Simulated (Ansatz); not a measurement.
The parent structure is C in the diamond structure (space group Fd-3m, No. 227).

```
C
1.0
    0.00000     1.78014     1.78014
    1.78014     0.00000     1.78014
    1.78014     1.78014     0.00000
C
2
Direct
  0.50000   0.50000   0.50000
  0.75000   0.75000   0.75000
```

Cartesian axes are those of the cell as printed.

Method: r2SCAN (Ansatz, an electronic-structure program, PAW, without spin-orbit coupling).

One thing is altered: uniaxial strain ε_yy = −5.82 %, all other strain components held at zero; the atoms relax in the strained cell.

Q: Predict the stress tensor and what it implies for the stiffness.

A: Stress of the strained cell less that of the base (GPa, compression positive):
```
  10.41    0.00    0.00
   0.00   69.82    0.00
   0.00    0.00   10.41
```

Then −Δσ_ii/ε with ε = -0.0582 gives secant stiffness values (nonlinear terms included at this strain): C22 ≈ 1200 GPa, C12 ≈ 179 GPa and C23 ≈ 179 GPa.

As a check, the harmonic strain energy −½ V₀ Δσ:ε is 72 meV/atom; the computed energy rise is 70 meV/atom.

Stability against distortions was not tested.
